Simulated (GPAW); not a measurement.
Band structure of BaMg₆Ni (Amm2, 8 atoms in the cell).

```xyz
8
Lattice="4.5070 0.0000 0.0000 0.0000 3.1311 7.4083 0.0000 -3.1311 7.4083" Properties=species:S:1:pos:R:3 pbc="T T T"
Ba     2.2535     0.0000    10.6762
Mg     0.0000     1.5443     8.1048
Mg     0.0000    -1.5443     8.1048
Mg     0.0000     0.0000     4.5856
Mg     2.2535     1.6209     6.2821
Mg     2.2535    -1.6209     6.2821
Mg     2.2535     0.0000     1.9190
Ni     0.0000     0.0000    13.3116
```

Level of theory: PBEsol, GPAW PAW datasets PBEsol (made by gpaw-setup) (plane waves; GPAW 25.7.0).

Settings: mode = pw; ecut = 850 eV; xc = PBEsol; kpts = 4 3 3; mesh shift (steps) = 0 0 0; occupations.name = methfessel-paxton; occupations.width = 0.2 eV; occupations.order = 0; nbands = -12; convergence.forces = 0.001 eV/Å; symmetry.symmorphic = false; symmetry.tolerance = 0.0005; maxiter = 100; bandpath_npoints = 40.

The starting cell comes from a database of computed structures (which also holds hypothetical and non-ambient phases and stackings), without a prior relaxation at this level. Spin polarisation is off.

Levels in eV from the Fermi level, bands 40 to 47:
```json
[
 {"point": "Γ", "40": "-1.23", "41": "-0.97", "42": "-0.49", "43": "-0.24", "44": "0.56", "45": "1.43", "46": "1.91", "47": "2.14"},
 {"point": "X", "40": "-1.19", "41": "-0.70", "42": "0.50", "43": "0.78", "44": "0.91", "45": "1.01", "46": "1.57", "47": "2.08"},
 {"point": "S", "40": "-1.16", "41": "-0.39", "42": "-0.16", "43": "0.84", "44": "0.99", "45": "1.67", "46": "1.79", "47": "2.01"},
 {"point": "R", "40": "-1.15", "41": "-1.04", "42": "-1.01", "43": "-0.71", "44": "-0.66", "45": "0.14", "46": "1.17", "47": "1.64"},
 {"point": "A", "40": "-1.15", "41": "-1.04", "42": "-1.02", "43": "-0.74", "44": "-0.39", "45": "0.38", "46": "1.19", "47": "1.53"},
 {"point": "Z", "40": "-1.13", "41": "-0.98", "42": "-0.74", "43": "-0.55", "44": "-0.15", "45": "-0.12", "46": "0.05", "47": "0.12"},
 {"point": "Y", "40": "-1.07", "41": "-0.48", "42": "-0.21", "43": "-0.02", "44": "0.35", "45": "0.58", "46": "1.22", "47": "2.01"},
 {"point": "X1", "40": "-1.19", "41": "-0.70", "42": "0.50", "43": "0.78", "44": "0.91", "45": "1.01", "46": "1.57", "47": "2.08"},
 {"point": "A1", "40": "-1.15", "41": "-1.04", "42": "-1.02", "43": "-0.74", "44": "-0.39", "45": "0.38", "46": "1.19", "47": "1.53"},
 {"point": "T", "40": "-1.13", "41": "-0.98", "42": "-0.70", "43": "-0.42", "44": "-0.14", "45": "0.60", "46": "1.07", "47": "1.23"}
]
```

Bands cross the Fermi level along this path, so the cell is metallic at this level.
